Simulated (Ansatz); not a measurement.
Start from TiO2 in the anatase structure (space group I4_1/amd, No. 141; a = 3.778 Å, c = 9.584 Å).

Structures relaxed with plane-wave PAW DFT at the r2SCAN level (Ansatz, a first-principles code, 500 eV), no spin-orbit coupling.

Base:

Simulated powder pattern, Cu Kα1, λ = 1.54056 Å (kinematic, ideal powder, no thermal factors, no anomalous dispersion; the 10 strongest lines at most, above 2 %, up to 2θ = 90°):

| 2θ (°) | I/Imax (%) | hkl |
|---|---|---|
| 25.32 | 100 | (101) |
| 37.51 | 21 | (004) |
| 38.55 | 7.1 | (112) |
| 48.13 | 29 | (200) |
| 53.57 | 20 | (105) |
| 55.16 | 19 | (211) |
| 62.57 | 15 | (204) |
| 68.37 | 6.9 | (116) |
| 70.44 | 7.4 | (220) |
| 74.85 | 12 | (215) |

Perturbation: every O is replaced by C, then cell and atoms are relaxed.

After the change:

Simulated powder pattern, Cu Kα1, λ = 1.54056 Å (kinematic, ideal powder, no thermal factors, no anomalous dispersion; the 10 strongest lines at most, above 2 %, up to 2θ = 90°):

```tsv
2θ (°)	I/Imax (%)	hkl
23.88	100	(101)
35.52	16	(103)
36.52	18	(112)
36.95	22	(004)
44.95	27	(200)
51.53	20	(211)
52.18	15	(105)
58.56	7.3	(213)
59.54	17	(204)
71.29	9.8	(215)
```

The indices refer to each structure's own conventional cell; one index is shown for lines that coincide.

Stability against distortions was not tested. As relaxed here, TiC2 is a hypothetical phase, not in the database extracts checked. All final runs are without spin polarisation.
